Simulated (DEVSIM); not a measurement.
Structure: Cr/La2O3/n-Si capacitor, at 300 K.

```
layer (left to right)  material  thickness (nm)  Nd (cm⁻³)
---------------------  --------  --------------  ---------
1                         La2O3            3.50          -
2                            Si             720     6.3e17
```

Metal gate on the left, work function 4.5 eV. Fixed charge at the semiconductor interface -2.7e11 cm⁻² (in units of +e); no interface traps.

This is a model device: material constants are rounded textbook-type values typed into the input, and sizes, dopings and lifetimes were drawn at random. Values at 300 K.

| parameter | La2O3 | Si |
|---|---|---|
| gap (eV) | 5.8 | 1.124 |
| affinity (eV) | 1.8 | 4.05 |
| permittivity | 27 | 11.7 |
| Nc (cm⁻³) | - | 2.86e19 |
| Nv (cm⁻³) | - | 3.1e19 |

Simulated with DEVSIM: 1D Poisson equation in equilibrium, Boltzmann statistics, complete ionisation; no quantum confinement or tunnelling. Metal contacts follow the ideal Schottky-Mott rule: no Fermi-level pinning, no interface dipoles.

The substrate doping was swept, all else fixed.

| substrate doping (cm^-3) | minimum of the low-frequency capacitance (μF/cm²) | threshold voltage (band bending 2φF) (V) | flat-band voltage (V) |
|---|---|---|---|
| 3.2e16 | [?] | [?] | 0.28 |
| 6.3e16 | 0.0889 | -0.53 | 0.30 |
| 1.3e17 | 0.125 | -0.55 | 0.32 |
| 3.2e17 | 0.186 | -0.59 | 0.34 |
| 6.3e17 | 0.252 | -0.63 | 0.36 |
| 1.3e18 | 0.354 | -0.68 | 0.38 |

**Question.** Complete the blanks.

**Answer.** 
- 3.2e16, minimum of the low-frequency capacitance (μF/cm²): 0.0649
- 3.2e16, threshold voltage (band bending 2φF) (V): -0.50
